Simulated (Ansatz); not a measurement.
# A computed series for SiGe: response to strain

Start from SiGe in the wurtzite structure (space group P6_3mc, No. 186; a = 3.904 Å, c = 6.455 Å; a model cell, its experimental status unchecked).

Strains are applied to the cell and any free atomic positions relax.

The values are results of Ansatz (a first-principles code) r2SCAN, no spin-orbit coupling, not measurements.

Notes on the quantities. energy relative to the base: free energy F.

```tsv
isotropic strain (%)	energy relative to the base (meV/atom)
-2.87	45.9
0	0.0
3.92	67.7
4.3	?
4.7	94.7
```

Question: Fit ΔE = Aε² + Bε³ (ε in %) to the rows shown and predict the withheld row.

Answer: Least squares on the printed values gives A = 5.08 and B = -0.17 meV/atom (largest residual 0.1 meV/atom); this predicts 80.4 meV/atom, and the run gives 80.4 meV/atom, in agreement.

No phonon test of stability was made.
